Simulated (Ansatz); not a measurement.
Worked example: self-consistent single point of CoSi2 (Fm-3m, 3 atoms in the cell) in Ansatz (a program for electronic structure).

Method: PBE (plane waves, PAW; Ansatz).

The change in words: lattice scaled by 0.98. Reference geometry:
```xyz
3
Lattice="0.0000 2.6800 2.6800 2.6800 0.0000 2.6800 2.6800 2.6800 0.0000" Properties=species:S:1:pos:R:3 pbc="T T T"
Co     0.0000     0.0000     0.0000
Si     1.3400     1.3400     1.3400
Si     4.0200     4.0200     4.0200
```

Reference input (self-consistent single point, DFT, PBE, plane waves, default PAW files): basis.ecutwfc = 420 eV; kpoints.mp_grid.grid = 14 14 14; hamiltonian.xc = pbe; hamiltonian.pseudopotentials = {kind: paw} (the program's default PAW files); scf.occupations.method = gaussian; scf.occupations.width = 0.272 eV. This run's input differs from it in these lines:

```diff
@@ -3,5 +3,5 @@
   lattice:
-    - [0.000000, 2.680000, 2.680000]
-    - [2.680000, 0.000000, 2.680000]
-    - [2.680000, 2.680000, 0.000000]
+    - [0.000000, 2.626400, 2.626400]
+    - [2.626400, 0.000000, 2.626400]
+    - [2.626400, 2.626400, 0.000000]
   atoms:
```

The program printed (abridged):

```
SCF iter   1: F=—  HF=-6399.112754 eV  |F-HF|=—  |Δ(HF+E_count)|=         —  Δρ=8.31e-3  dr2=2.44e-2  ethr=1.77e-3  ⟨swp⟩=5.0  Hψ=8750  notcnv=0
all-band conjugate gradients solve this SCF's bands
preconditioner: auto → Kerker (q_TF=auto, 2.565 Å⁻¹)
SCF iter   2: F=—  HF=-6399.110919 eV  |F-HF|=—  |Δ(HF+E_count)|=   1.83e-3  Δρ=3.96e-3  dr2=7.11e-3  ethr=9.76e-5  ⟨swp⟩=1.0  Hψ=2600  notcnv=0
   [... lines left out ...]
SCF iter   5: F=—  HF=-6399.110405 eV  |F-HF|=—  |Δ(HF+E_count)|=   2.58e-5  Δρ=1.85e-4  dr2=1.01e-5  ethr=1.46e-7  ⟨swp⟩=2.5  Hψ=2769  notcnv=0
SCF iter   6: F=—  HF=-6399.110407 eV  |F-HF|=—  |Δ(HF+E_count)|=   2.02e-6  Δρ=4.59e-5  dr2=7.45e-7  ethr=4.03e-8  ⟨swp⟩=2.2  Hψ=2260  notcnv=0
SCF iter   7: F=—  HF=-6399.110407 eV  |F-HF|=—  |Δ(HF+E_count)|=   2.05e-8  Δρ=2.05e-5  dr2=1.15e-7  ethr=4.00e-10  ⟨swp⟩=5.5  Hψ=7130  notcnv=0
SCF iter   8: F=-6399.110407 eV  HF=-6399.110407 eV  |F-HF|=2.18e-11  |Δ(HF+E_count)|=   1.04e-8  Δρ=6.99e-7  dr2=1.99e-10  ethr=4.00e-10  ⟨swp⟩=4.6  Hψ=6326  notcnv=0
SCF 1 converged in 8 iterations: F = -6399.110407 eV  dr2 = 1.99e-10
Free energy (F): -6399.110407 eV
Internal energy: -6399.074169 eV  (E = F + TS)
E sigma→0 (E₀):  -6399.092288 eV
Entropy (-TS):   -0.036238 eV (-12.079 meV/atom)
Fermi energy:    13.861056 eV
--- Forces (eV/Å), atoms counted from 1 ---
  atom   1  Co    -0.00000000     0.00000000     0.00000000
   [... zero for the other atoms too ...]
--- Stress (GPa, compression-positive) ---
       12.512991       0.000000       0.000000
        0.000000      12.512991      -0.000000
        0.000000      -0.000000      12.512991
  P = ⅓ Tr σ = 12.5130 GPa (125.130 kbar)
  The stress holds the Pulay correction. Without it, at fixed plane waves, as pw.x and ABINIT print it: P = 12.4354 GPa
```

The run converged in 8 iterations. Against the reference run the free energy goes up by 28.1 meV/atom and the pressure goes from 0.07 to 12.51 GPa.

The starting cell has typed, rounded lattice constants, without a prior relaxation at this level. For this run, on top of that: lattice scaled by 0.98. Spin polarisation is off. With a pressure of about 13 GPa the cell is away from its equilibrium volume at this level. Ansatz's pressure includes its estimate of the finite-basis (Pulay) stress.

Keys are those of Ansatz 0.2.
